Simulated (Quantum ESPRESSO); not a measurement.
Worked example: self-consistent single point of FeAl (Pm-3m, 2 atoms in the cell) in Quantum ESPRESSO.

Level of theory: revPBE, PseudoDojo standard norm-conserving (PBE) pseudopotentials (plane waves; Quantum ESPRESSO 7.5).

```
FeAl
1.0
    2.87654     0.00000     0.00000
    0.00000     2.87654     0.00000
    0.00000     0.00000     2.87654
Al Fe
1 1
Direct
  0.50000   0.50000   0.50000
  0.00000   0.00000   0.00000
```

Reference input (self-consistent single point, DFT, revPBE, plane waves, PseudoDojo standard norm-conserving (PBE) pseudopotentials): ecutwfc = 90 Ry; occupations = smearing; smearing = cold; degauss = 0.0073499 Ry; input_dft = revpbe; potentials = {Al: Al.upf, Fe: Fe.upf}; K_POINTS = automatic 15 15 15 0 0 0; conv_thr = 1e-10 Ry; mixing_beta = 0.5. This run's input differs from it in these lines:

```diff
@@ -15,3 +15,3 @@
    smearing = 'cold'
-   degauss = 0.0073499
+   degauss = 0.02205
    input_dft = 'revpbe'
@@ -29,3 +29,3 @@
 K_POINTS {automatic}
-15 15 15  0 0 0
+13 13 13  0 0 0
 CELL_PARAMETERS {angstrom}
```

Output (repeated stretches shortened):

```
     Self-consistent Calculation

     iteration #  1     ecut=    90.00 Ry     beta= 0.50

---- Real-time Memory Report at c_bands before calling an iterative solver
            92 MiB given to the printing process from OS
            58 MiB allocation reported by mallinfo(arena+hblkhd)
------------------

     Threshold (ethr) on eigenvalues was too large:
     Diagonalizing with lowered threshold

---- Real-time Memory Report at c_bands before calling an iterative solver
            95 MiB given to the printing process from OS
            60 MiB allocation reported by mallinfo(arena+hblkhd)
------------------

   [... lines left out ...]

---- Real-time Memory Report at c_bands before calling an iterative solver
           101 MiB given to the printing process from OS
            69 MiB allocation reported by mallinfo(arena+hblkhd)
------------------

     total energy              =    -255.39937120 Ry
     estimated scf accuracy    <          8.5E-09 Ry

     iteration # 10     ecut=    90.00 Ry     beta= 0.50

---- Real-time Memory Report at c_bands before calling an iterative solver
           101 MiB given to the printing process from OS
            69 MiB allocation reported by mallinfo(arena+hblkhd)
------------------
     End of self-consistent calculation

     the Fermi energy is    13.9537 ev

!    total energy              =    -255.39937121 Ry
     estimated scf accuracy    <          6.9E-11 Ry
     smearing contrib. (-TS)   =       0.00360425 Ry
     internal energy E=F+TS    =    -255.40297545 Ry

     convergence has been achieved in  10 iterations

     Forces acting on atoms (cartesian axes, Ry/au):

     atom    1 type  1   force =     0.00000000    0.00000000    0.00000000
     atom    2 type  2   force =     0.00000000    0.00000000    0.00000000

     Total force =     0.000000     Total SCF correction =     0.000000

          total   stress  (Ry/bohr**3)                   (kbar)     P=       -1.41
  -0.00000959   0.00000000   0.00000000           -1.41        0.00        0.00
   0.00000000  -0.00000959   0.00000000            0.00       -1.41        0.00
   0.00000000   0.00000000  -0.00000959            0.00        0.00       -1.41

   JOB DONE.
```

The run converged in 10 iterations. Against the reference run the free energy rises by 9.3 meV/atom and the pressure goes from 0.12 to -0.14 GPa.

The starting cell has typed, rounded lattice constants, without a prior relaxation at this level. Its lattice was rescaled by a random factor within 2.5 % of one. Spin polarisation is off.
